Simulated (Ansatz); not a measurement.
System: zinc-blende BeS. Method: G0W0@LDA in Ansatz (hard PAW, contour deformation).

The cell has the measured lattice parameters. Conventional cell: a = 4.8700 Å, b = 4.8700 Å, c = 4.8700 Å, α = 90.00°, β = 90.00°, γ = 90.00°.

The quasiparticle gap at Γ at a fixed k mesh 4×4×4:

```csv
response cutoff,value (eV)
"150 eV, 221 empty bands",7.218
"200 eV, 341 empty bands",7.260
"250 eV, 476 empty bands",7.282
"300 eV, 626 empty bands",7.297
```

Problem. Taking the value to converge with the response cutoff E as E^(−3/2), extrapolate from the last two rows.

Solution. With y = y∞ + c/w and weights w = 3953 and 5196 for the last two rows, y∞ = (w2 y2 − w1 y1)/(w2 − w1) = (5196 × 7.297 − 3953 × 7.282)/1243 = 7.345 eV, which lies 0.048 beyond the last row. Successive pairs of rows give 7.338, 7.337, 7.345. The limit also hangs on the law assumed, so its last digits aren't firm.

The other settings are not extrapolated, so this is the limit in one setting alone.

At the last cutoff the smallest gap on this mesh is 4.43 eV, with an edge away from Γ.

Ansatz is a program for electronic structure.
